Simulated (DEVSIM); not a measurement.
Device: Schottky contact on n-type GaN, at 300 K.

Layer 1 from the left is GaN, thickness (μm) 4.20, Nd (cm⁻³) 2.9e17, τn (s) 4.9e-9, τp (s) 4.9e-9. Layer 2 from the left is GaN, thickness (μm) 7.50, Nd (cm⁻³) 6.7e17, τn (s) 4.9e-9, τp (s) 4.9e-9.

Left contact: Schottky, work function 5.08 eV, emission velocity 1.7e6 cm/s. Right contact: ohmic. Voltage is applied to the left contact. Recombination: SRH at mid-gap, Auger. Mobility is constant in doping.

Constants are typed, rounded textbook-type inputs, not results; the design itself was drawn at random and stands for no fabricated device. Values at 300 K.

GaN: gap (eV) 3.43, affinity (eV) 4.1, permittivity 9.5, Nc (cm⁻³) 2.3e18, Nv (cm⁻³) 4.6e19, μn (cm²/Vs) 1200, μp (cm²/Vs) 100, Cn (cm⁶/s) 1e-30, Cp (cm⁶/s) 1e-30.

Model (solved in DEVSIM): 1D drift-diffusion, Boltzmann statistics, complete ionisation; no tunnelling, impact ionisation, image-force lowering or self-heating. Metal contacts follow the ideal Schottky-Mott rule: no Fermi-level pinning, no interface dipoles.

Dark forward current:

| |V| (V) | |J| (A/cm²) |
|---|---|
| 0.05 | 1.270e-10 |
| 0.10 | 1.005e-9 |
| 0.15 | 7.080e-9 |
| 0.20 | 4.909e-8 |
| 0.25 | 3.397e-7 |
| 0.30 | 2.349e-6 |
| 0.35 | 1.625e-5 |
| 0.40 | 0.0001124 |
| 0.45 | 0.0007770 |
| 0.50 | 0.005373 |
| 0.55 | 0.03715 |
| 0.60 | 0.2568 |
| 0.65 | 1.773 |
| 0.70 | 12.19 |
| 0.75 | 81.20 |
| 0.80 | 460.5 |
| 0.85 | 1686 |
| 0.90 | 3836 |

**Question.** Work out the local ideality factor n = ΔV / (kT/q · ln(J2/J1)) between the rows 0.15 and 0.20 V, 0.85 and 0.90 V.

**Answer.** kT/q = 25.85 mV. From 0.15 to 0.20 V: ln(4.909e-8/7.080e-9) = 1.936, n = 1.00, near the 1 of diffusion or emission over a barrier. From 0.85 to 0.90 V: ln(3836/1686) = 0.822, n = 2.35; the layers' resistance at their doping, Σ W/(qμN) = 1.3e-5 Ω cm², would take 29 mV of this step of 50 mV.

**Question.** Estimate the current at 0.45 V for emission alone, J0 = q v N_band exp(−φB/kT), and read the barrier back from the simulated current.

**Answer.** φB = 0.980 eV, N_band = 2.30e18 cm⁻³, J0 = 2.15e-11 A/cm²; J = J0 (exp(qV/kT) − 1) = 0.000781 A/cm². The simulation gives 0.000777 A/cm², the same within the digits that matter. Read backwards, the simulated current gives an apparent barrier of 0.980 eV. The estimate leaves out transport through the depletion region and minority injection.
